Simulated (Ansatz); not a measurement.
# LaTiO2N (Imma, No. 74, 10 atoms in the cell; start mp-1222753)

These are PBEsol (PAW; Ansatz, a first-principles code) values and carry that method's errors.

Run with plane-wave cutoff 520 eV, 10×10×10 k mesh, Fermi–Dirac smearing 0.01 eV, no spin polarisation, scalar-relativistic PAW data made under PBE.

Cell (relaxed with PBEsol):

```
CELL_PARAMETERS angstrom
     -2.73865     3.95077     2.77160
      2.73865    -3.95077     2.77160
      2.73865     3.95077    -2.77160
ATOMIC_POSITIONS crystal
  La 0.75257 0.00257 0.75000
  La 0.24743 0.99743 0.25000
  Ti 0.50000 0.50000 0.00000
  Ti 0.00000 0.50000 0.50000
  N  0.31710 0.56710 0.75000
  N  0.68290 0.43290 0.25000
  O  0.21455 0.50000 0.21455
  O  0.78545 0.50000 0.78545
  O  0.78545 0.00000 0.28545
  O  0.21455 0.00000 0.71455
```

- band gap = 0.95 eV
- smallest direct gap on the k points sampled = 0.98 eV

Spin–orbit coupling is not included.

The computed numbers hold no vibrational or temperature effects.

A start named mp-… is a Materials Project structure, which need not be a measured phase.
